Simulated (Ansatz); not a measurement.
Model: Si(111) 1x1 surface, 6 top atoms, 3 bilayers, bottom bilayer H-capped and fixed, every top atom capped by H; cell 11.5 x 6.6 Å; two neighbouring H replaced by OH; about 7 Å thick over the host's atoms, 18 atoms held. Computed with PBE-D3(BJ) (plane waves to 420 eV, PAW; Ansatz, an electronic-structure program). Sampling: 1x2x1 k points. The slab states were run without spin polarisation. A thicker slab, a larger cell or a denser mesh can move such energies by a tenth of an eV or more. Energies are static: no zero-point or thermal part. Each state was relaxed from one prepared geometry.

One H2O a cell is brought to the surface left by an earlier step (BCl3 exchanges a ligand with a surface O-H group and HCl forms), after HCl has left. Relaxed result near the molecule:

| atom | x (Å) | y (Å) | z (Å) |
|---|---|---|---|
| Si(15) | 3.848 | 6.645 | 9.446 |
| Si(16) | 5.721 | 3.346 | 9.470 |
| H(29) | 3.842 | 6.605 | 10.970 |
| H(44) | 7.679 | 6.705 | 11.025 |
| H(45) | 9.624 | 3.341 | 11.037 |
| O(46) | 5.401 | 3.333 | 11.099 |
| H(49) | 2.604 | 3.233 | 11.755 |
| B(a0) | 5.614 | 3.630 | 12.417 |
| Cl(a1) | 4.198 | 3.033 | 13.494 |
| Cl(a3) | 7.246 | 3.256 | 13.146 |
| O(b0) | 5.538 | 5.310 | 12.512 |
| H(b1) | 5.438 | 5.630 | 13.428 |
| H(b2) | 4.800 | 5.695 | 11.972 |

Problem. What is the adsorption energy against the free H2O and the slab before, and how much of it is dispersion?

Solution. -0.39 eV (negative: bound); the D3 term gives -0.17 eV of it. Its closest contacts to the rest of the cell: H(b2)...H(29) 1.66 Å, O(b0)...B(a0) 1.68 Å, H(b1)...B(a0) 2.25 Å.
